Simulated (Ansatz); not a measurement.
Input:

End structure of a constructed model of the (111)A surface of 3C silicon carbide, Si-terminated, (√3x√3)R30° Al adatom at H3 (bottom of the slab: 3 H on 3 bottom sites):

```xyz
28
Lattice="4.6457 2.6822 0.0000 -4.6457 2.6822 0.0000 0.0000 0.0000 27.0000" Properties=species:S:1:pos:R:3 pbc="T T T"
C      0.0000     0.0000     9.1404
C     -1.5486     2.6822     9.1404
C      1.5486     2.6822     9.1404
Si    -1.5486     0.8941     9.7726
Si     1.5486     0.8941     9.7726
Si     0.0000     3.5763     9.7726
C     -1.5491     0.8944    11.6658
C      1.5486     0.8935    11.6658
C      0.0005     3.5765    11.6658
Si    -3.0971     1.7881    12.3011
Si     0.0000     1.7881    12.2966
Si     3.0971     1.7881    12.2966
C     -3.0971     1.7881    14.2032
C      0.0000     1.7881    14.1916
C      3.0971     1.7881    14.1916
Si    -0.0040     0.0023    14.8248
Si    -1.5445     2.6845    14.8248
Si     1.5486     2.6775    14.8248
C     -0.0034     0.0019    16.7216
C     -1.5452     2.6841    16.7216
C      1.5486     2.6783    16.7216
Si    -1.5402     0.8892    17.3710
Si     1.5486     0.9038    17.3710
Si    -0.0084     3.5714    17.3710
H     -0.0004     0.0003     8.0373
H     -1.5481     2.6825     8.0373
H      1.5486     2.6817     8.0373
Al    -3.0971     1.7881    19.1509
```

Set-up: 28 atoms, 11.0 Å thick at the start with caps and adatoms (thin: gaps and levels are the slab's own); mesh 6x6x1; 0.025 eV smearing; dipole correction on; 6 atoms held, the rest relaxed; held to the start's symmetry, so lower structures may exist; no spin, no spin-orbit, no U. It is one candidate, not shown to be the stable structure of the face.

**Question.** What gap of the slab on its k-mesh does PBE in Ansatz (an electronic-structure program) give?

**Answer.** 1.23 eV

**Question.** Predict the highest filled level below the top vacuum level from PBE.

**Answer.** 4.34 eV
